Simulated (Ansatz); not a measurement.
The starting structures come from a database of crystals and need not be the phases stable at ambient conditions.

# Evanescent states of NaNbSe₂ (P6_3/mmc, not sure to be the ambient phase, 8 atoms a cell, 20.5 Å³ an atom, -3 GPa at this level) along the normal of (110)

Method: PBEsol (plane waves, PAW; Ansatz, an electronic-structure program).

No gap correction and no spin-orbit coupling; mid-gap values are interpolated between computed energies.

Energies count from the valence-band top; κ is the least over a 6×2 mesh across the current.

```tsv
E (eV)	κ (1/Å)	where
0.03	0.075	Γ
0.07	0.131	Γ
0.12	0.153	Γ
0.17	0.158	Γ
0.23	0.161	Γ
0.28	0.164	Γ
0.33	0.160	off Γ
0.38	0.139	off Γ
0.42	0.112	off Γ
0.47	0.066	Γ
```

Task: How thick must the barrier be to attenuate the transmission by 10^8 when the electrodes' Fermi level lies at 0.47 eV, and what attenuation does that film give at 0.03 eV?

Result: d = 8 ln 10 / (2 × 0.066) = 139.6 Å. At 0.03 eV it gives 8 × 0.075/0.066 = 9.1 decades.
